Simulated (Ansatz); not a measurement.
AlAs under load (space group F-43m), PBE with spin-orbit coupling, rigid bands run with Ansatz (an electronic-structure program). Condition of this run: hydrostatic pressure of -1.2 GPa (compression positive) (the target of the relaxation). Band gap 1.39 eV, N_c = 1.87e19 cm⁻³ and N_v = 2.42e19 cm⁻³ at 300 K, conductivity masses of 0.339 mₑ (electrons) and 0.602 mₑ (holes). Take k_BT = 0.02585 eV.

Task: What thermal injection velocity √(2k_BT/πm) limits a ballistic channel?

Result: 9.24e6 cm/s for electrons and 6.93e6 cm/s for holes, a ratio of √(m_h/m_e) = 1.33, for dilute carriers.

Task: What built-in voltage has an abrupt junction with N_A = 1e17 and N_D = 1e17 cm⁻³, all dopants ionised?

Result: V_bi = E_g/e − (k_BT/e) ln(N_c N_v/(N_A N_D)) = 1.39 − 0.02585 × 10.72 = 1.11 V, for the computed gap.

Task: Find the intrinsic carrier density and the intrinsic Fermi level.

Result: n_i = √(N_c N_v) exp(−E_g/2k_BT) = 2.13e19 × exp(−26.88) = 4.5e7 cm⁻³. The level lies (k_BT/2) ln(N_v/N_c) = 3 meV from mid-gap (positive towards the conduction band). Each 0.1 eV added to the gap lowers n_i by a factor of 6.9.

Rigid bands with the computed gap; masses take one relaxation time for all states. Geometry: cell and atoms relaxed with PBEsol.
